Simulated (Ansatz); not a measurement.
Defect migration in fcc Ag: interstitial O, neutral cell. All values below come from PBE, PAW (plane waves to 420 eV; Ansatz, a first-principles code).

Cell of 32 host sites held at the relaxed PBE lattice; a 3×3×3 k-point mesh shifted by half a step; Fermi-Dirac width 0.10 eV, spin-restricted; finite-size errors left in. No zero-point or tunnelling terms. Sites that were not tried may lie lower.

Barriers: single points on a 4×4×4 k-point mesh shifted by half a step at the bands' geometries (they differ from the bands' own by up to 0.05 eV, and are uncertain by about as much).

The step: one O atom jumps by itself. Atoms about the jump, Cartesian Å from the middle of the jump, before and after:

| atom | x0 | y0 | z0 | x1 | y1 | z1 |
|---|---|---|---|---|---|---|
| O1 | -1.03 | 0.00 | 1.03 | 1.03 | 0.00 | -1.03 |
| Ag2 | -1.03 | 0.00 | -1.24 | -1.24 | 0.00 | -1.03 |
| Ag3 | 1.24 | 0.00 | 1.03 | 1.03 | 0.00 | 1.24 |
| Ag4 | 1.05 | -2.08 | -1.05 | 1.03 | -2.27 | -1.03 |
| Ag5 | -1.03 | -2.27 | 1.03 | -1.05 | -2.08 | 1.05 |
| Ag6 | 1.05 | 2.08 | -1.05 | 1.03 | 2.27 | -1.03 |
| Ag7 | -1.03 | 2.27 | 1.03 | -1.05 | 2.08 | 1.05 |

Q: Predict the transition state.

A: 
| atom | x | y | z |
|---|---|---|---|
| O1 | 0.00 | -0.03 | 0.00 |
| Ag2 | -1.43 | 0.00 | -1.44 |
| Ag3 | 1.43 | 0.00 | 1.44 |
| Ag4 | 1.04 | -2.03 | -1.05 |
| Ag5 | -1.04 | -2.04 | 1.04 |
| Ag6 | 1.04 | 2.02 | -1.04 |
| Ag7 | -1.04 | 2.02 | 1.03 |
It lies 0.65 eV above the start and 0.65 eV above the end. The saddle point's order was not checked, and it lies on a symmetry element of the cell, where a band can be held.
